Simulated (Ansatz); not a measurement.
Base system: InAgTe2 in the chalcopyrite structure (space group I-42d, No. 122).

Computed with Ansatz (a program for electronic structure) LDA, scalar-relativistic without spin-orbit coupling.

Measured: band gap 1.04 eV (temperature not stated; as listed in Arghya Ghosh et al., Phys. Rev. B (2024)).

**Question.** What do the calculations give for these quantities, and how do they miss?

**Answer.** 
```json
[
 {"level": "LDA", "band gap": "zero"}
]
```

Computed minus measured — band gap: LDA -1.04 eV. Measured values not marked as corrected hold thermal and zero-point effects that the static-lattice runs lack. A measured gap can be an optical one, lowered by exciton binding. Levels without spin-orbit coupling miss its effect on the gap.

Spin-orbit coupling, missing from the scalar runs, can matter with Te. Whether these cells are dynamically stable was not tested. All final runs are without spin polarisation. Gaps under 0.05 eV, about the width of the smearing, are given as zero. A zero or small gap of InAgTe2 can be the functional's error rather than a property of the material.
